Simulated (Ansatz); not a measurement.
The reference is MgO in the rock salt structure (space group Fm-3m, No. 225; a = 4.1592 Å). Axes: x, y, z lie along the cube axes.

It is then changed as follows: tensile biaxial strain of 1.50 % in the plane normal to [001], as in epitaxy on a mismatched substrate; the out-of-plane cell vector and the atoms relax.

Method: LDA (Ansatz, a quantum-chemistry and plane-wave program, PAW, spin-orbit coupling left out).

**Question.** Give the band edges at the high-symmetry points of the new zone, measured from its valence-band maximum.

**Answer.** 
```json
[
 {"point": "Γ", "valence edge (eV)": "0.00", "conduction edge (eV)": "4.80"},
 {"point": "X", "valence edge (eV)": "-1.29", "conduction edge (eV)": "9.01"},
 {"point": "P", "valence edge (eV)": "-1.93", "conduction edge (eV)": "11.57"},
 {"point": "N", "valence edge (eV)": "-0.67", "conduction edge (eV)": "7.83"},
 {"point": "M", "valence edge (eV)": "-1.47", "conduction edge (eV)": "8.76"},
 {"point": "S", "valence edge (eV)": "-1.27", "conduction edge (eV)": "9.77"},
 {"point": "S₀", "valence edge (eV)": "-1.27", "conduction edge (eV)": "9.77"},
 {"point": "R", "valence edge (eV)": "-1.82", "conduction edge (eV)": "11.25"},
 {"point": "G", "valence edge (eV)": "-1.82", "conduction edge (eV)": "11.25"}
]
```

The gap is 4.80 eV, direct at Γ.

Whether these cells are dynamically stable was not tested. Labels are those of the standard path for the cell's own space group.
